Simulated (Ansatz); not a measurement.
The reference is TiAl (space group P4/mmm, No. 123; a = 2.8239 Å, c = 4.0746 Å; relaxed with 0.1 eV smearing). Axes: x, y, z lie along a, b, c of the conventional cell.

(Cell as relaxed with PBE.)

Levels (all Ansatz, an electronic-structure program, PAW, earlier PAW set): PBE (420 eV, no SOC); PBEsol (420 eV, no spin-orbit coupling).

Each level relaxes its own structure.

```json
[
 {"base": "volume per atom", "PBE": "16.25 Å³", "PBEsol": "15.78 Å³"},
 {"base": "lattice parameter a", "PBE": "5.336 bohr", "PBEsol": "5.284 bohr"},
 {"base": "band gap", "PBE": "zero", "PBEsol": "zero"}
]
```

Perturbation: uniaxial stress, 2 GPa compression along z; all other stress components relax to zero.

```tsv
quantity	PBE	PBEsol
strain response (xx, yy, zz)	(+0.65, +0.65, −1.88) %	(+0.69, +0.69, −1.93) %
shortest interatomic distance	5.357 bohr	5.306 bohr
energy relative to the base (free energy F)	+2.0 meV/atom	+2.0 meV/atom
```

PBE's shortest interatomic distance lies 0.051 bohr above PBEsol's (1.0 %); the two agree on the energy relative to the base. Neither level is exact; PBEsol is the comparison here, not a measurement.

Stability under load was not tested beyond the relaxation. The final runs are not spin-polarised.
